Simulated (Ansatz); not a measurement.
We consider CaB6-type YB6, described by PBEsol-D3(BJ) (Ansatz, a program for electronic structure, plane waves, PAW).

Run with plane-wave cutoff 520 eV, 14×14×14 k mesh, Fermi–Dirac smearing 0.05 eV, scalar-relativistic PAW data made under PBE.

Equation-of-state points:

```
V (Å³/atom)  E − E_lowest (meV/atom)  P (GPa)
-----------  -----------------------  -------
9.102                           9.20     8.02
9.292                           2.23     3.83
9.481                           0.00     0.00
9.671                           2.10    -3.49
9.861                           8.14    -6.68
```

Problem. Estimate the bulk modulus from the pressures at 9.292 and 9.671 Å³/atom, and compare it with a fit to all energies.

Solution. B = −V dP/dV. Between V = 9.292 and 9.671 Å³/atom, dP/dV = (-3.49 − (3.83))/(9.671 − 9.292) = -19.3 GPa per Å³/atom; at the midpoint 9.482 Å³/atom this gives B ≈ 183 GPa. The third-order Birch–Murnaghan fit gives V0 = 9.481 Å³/atom, B0 = 183 GPa, B′ = 3.6, which lies within 1 % of that estimate.

Measured, for comparison: equilibrium volume per atom 9.94 Å³/atom (temperature not stated, no zero-point or thermal correction; as tabulated in Wikipedia's data pages). Computed (rounded) less measured: equilibrium volume per atom -4.6 %.

Note: the relaxation could not lower the start's symmetry, so the cell can be a saddle point above a distorted one.
